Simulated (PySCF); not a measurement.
PySCF 2.14.0, MP2 (frozen core)/cc-pvdz: Ge(F)(Br)2(NMe2) (C[N](C)[Ge]([F])([Br])[Br]), 13 atoms. The geometry is a generated start, not checked to be a minimum at this level.

task: mp2
basis: cc-pvdz
two-electron scheme: exact four-centre integrals
frozen core: true
mf.init_guess: minao (default)
mf.DIIS: CDIIS (default)
mf.diis_space: 8 (default)
mf.conv_tol: 1e-09 (default)
basis functions (reference run): 167

On 4 threads, 1 BLAS thread. Build: conda-forge: OpenMP (GNU), OpenBLAS with its own threads, libcint, Libxc. Single runs; times are not shown.

Values of mol.max_memory tried: 8000 MB, 4000 MB, 2000 MB, 1000 MB, 500 MB, 300 MB, 200 MB.

### Question
Which of these memory settings still run, and by which path?

### Answer
It runs down to 200 MB, the lowest tried, with the same result. At 8000 MB: SCF integrals in memory, transformation in memory. From 1000 MB down: SCF integrals in memory, transformation through a file. From 500 MB down: direct SCF, transformation through a file.

```json
[
 {"mol.max_memory": "8000 MB", "path": "SCF integrals in memory, transformation in memory", "peak memory": "1.1 GiB"},
 {"mol.max_memory": "4000 MB", "path": "SCF integrals in memory, transformation in memory", "peak memory": "1.1 GiB"},
 {"mol.max_memory": "2000 MB", "path": "SCF integrals in memory, transformation in memory", "peak memory": "1.1 GiB"},
 {"mol.max_memory": "1000 MB", "path": "SCF integrals in memory, transformation through a file", "peak memory": "1.6 GiB"},
 {"mol.max_memory": "500 MB", "path": "direct SCF, transformation through a file", "peak memory": "0.84 GiB"},
 {"mol.max_memory": "300 MB", "path": "direct SCF, transformation through a file", "peak memory": "0.85 GiB"},
 {"mol.max_memory": "200 MB", "path": "direct SCF, transformation through a file", "peak memory": "0.84 GiB"}
]
```

Peak memory is the kernel's count for the largest process, libraries included and scratch files not. The peak passes the setting at 1000 MB, 500 MB, 300 MB, 200 MB: it is no hard cap. MP2's transformation through a file may take 2000 MB even at lower settings.
